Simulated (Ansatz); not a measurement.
# Response to strain in hypothetical P4/nmm BeS

Start from BeS (space group P4/nmm, No. 129; a hypothetical phase, not in the database extracts checked; layered, stacked along the Cartesian z axis).

```yaml
crystal:
  lattice:
    - [3.45211, 0.00000, 0.00000]
    - [0.00000, 3.45211, 0.00000]
    - [0.00000, 0.00000, 5.62077]
  atoms:
    - { symbol: Be, position: [0.50000, 0.50000, 0.50000] }
    - { symbol: Be, position: [0.00000, 0.00000, 0.50000] }
    - { symbol: S, position: [0.50000, 0.00000, 0.71698] }
    - { symbol: S, position: [0.00000, 0.50000, 0.28302] }
```

Cartesian axes are those of the cell as printed.

Strains are applied to the cell and any free atomic positions relax; under biaxial strain the out-of-plane vector relaxes too.

Method: PBEsol, PAW, 420 eV (Ansatz, a first-principles code; spin-orbit coupling left out).

```csv
case,shortest interatomic distance,band gap
base,2.113 Å,3.39 eV
"biaxial strain −1.24 %, plane normal [001], relaxed out of plane",___,___
"biaxial strain +1.45 %, plane normal [001], relaxed out of plane",2.124 Å,3.40 eV
isotropic strain −0.64 %,2.109 Å,___
```

### Question
Some entries are withheld; estimate them.

### Answer

- biaxial strain −1.24 %, plane normal [001], relaxed out of plane, shortest interatomic distance: 2.104 Å
- biaxial strain −1.24 %, plane normal [001], relaxed out of plane, band gap: 3.36 eV
- isotropic strain −0.64 %, band gap: 3.34 eV

Stability against distortions was not tested. The base started in Pnma and relaxed to P4/nmm at this level. No dispersion term is included in the PBEsol runs.
